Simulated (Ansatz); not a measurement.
The reference is Hf in the hcp (Mg type) structure (space group P6_3/mmc, No. 194; a = 3.117 Å, c = 4.950 Å; relaxed with 0.1 eV smearing).

All numbers come from LDA (Ansatz, a quantum-chemistry and plane-wave program; PAW; 420 eV plane waves; no spin-orbit coupling).

Before the change:

| Property | Value |
|---|---|
| Pressure | 0.0 GPa |
| Band gap | zero |

Modification: the cell is scaled by 0.9800 in all directions, atoms relaxed at fixed cell.

Question: Predict the new pressure.

Answer: The pressure (mean of the normal stresses, compression positive) goes from zero to 8.1 GPa.

Question: What happens to the band gap?

Answer: The band gap remains zero.

The cells carry an imposed strain or load. Whether these cells are dynamically stable was not tested. All final runs are without spin polarisation.
